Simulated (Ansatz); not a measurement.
# SrTiO$_{3}$ (space group I4/mcm, No. 140)

Space group I4/mcm (No. 140); a = b = 5.4873 Å, c = 7.8087 Å, α = β = γ = 90.00°

```
atom  site  symmetry       x       y       z
----  ----  --------  ------  ------  ------
Sr      4b      -42m  0.0000  0.5000  0.2500
Ti      4c     4/m..  0.0000  0.0000  0.0000
O       8h      m.2m  0.2254  0.2746  0.0000
O       4a       422  0.0000  0.0000  0.2500
```
(The calculation used a cell of 10 atoms; values per cell refer to that cell.)

Computed with PBEsol, PAW, 420 eV (Ansatz, an electronic-structure program; scalar-relativistic without spin-orbit coupling). k-mesh 9×9×9 (Γ-centred); smearing 0.05 eV (Fermi–Dirac).

| Property | Value |
|---|---|
| Volume per atom | 11.76 Å³ |
| Density | 5.18 g/cm³ |
| Band gap | 1.97 eV, indirect, Γ–X (29 % along) → Γ |
| Lowest conduction-band minima above the VBM | Γ 1.97 eV |
| Total energy | -1531.450 eV/atom (σ→0; compares only within this code and set-up) |

Whether these cells are dynamically stable was not tested. The final runs are not spin-polarised. This is not the structure that SrTiO3 has at room temperature and ambient pressure.
